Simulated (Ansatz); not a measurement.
The starting structures come from a database of crystals and need not be the phases stable at ambient conditions.

The decay constant κ of evanescent states in the gap governs leakage through a thin film.

```
CELL_PARAMETERS angstrom
      3.91308     0.00000     0.00000
      0.00000    15.61464    -0.03437
      0.00000     5.76025     7.51701
ATOMIC_POSITIONS crystal
  Cd 0.25000 0.73130 0.26886
  Cd 0.75000 0.26870 0.73114
  Cd 0.75000 0.23130 0.26855
  Cd 0.25000 0.76870 0.73145
  Sb 0.25000 0.02804 0.78356
  Sb 0.75000 0.97196 0.21644
  Sb 0.75000 0.52804 0.16035
  Sb 0.25000 0.47196 0.83965
  S  0.25000 0.83352 0.40778
  S  0.75000 0.16648 0.59222
  S  0.75000 0.33352 0.92518
  S  0.25000 0.66648 0.07482
  S  0.25000 0.10970 0.94394
  S  0.75000 0.89030 0.05606
  S  0.75000 0.60970 0.83665
  S  0.25000 0.39030 0.16335
  Cl 0.75000 0.60329 0.47169
  Cl 0.25000 0.39671 0.52831
  Cl 0.25000 0.10329 0.32173
  Cl 0.75000 0.89671 0.67827
```

Space group of this cell: Pnma. The cell was relaxed by PBE-D3(BJ); by r2SCAN its mean pressure is 1.0 GPa.

Transport runs along the normal of the first two printed cell vectors.

No gap correction and no spin-orbit coupling; mid-gap values are interpolated between computed energies.

State the band gap and the smallest decay constant κ at mid-gap according to r2SCAN (Ansatz, a first-principles code).

Gap 2.07 eV on a 8×4×4 mesh; κ = 0.276 1/Å, at (0.250, 0.500) of the in-plane reciprocal vectors. At the zone centre, at the nearest computed energy, the slowest state has κ = 0.31 1/Å.
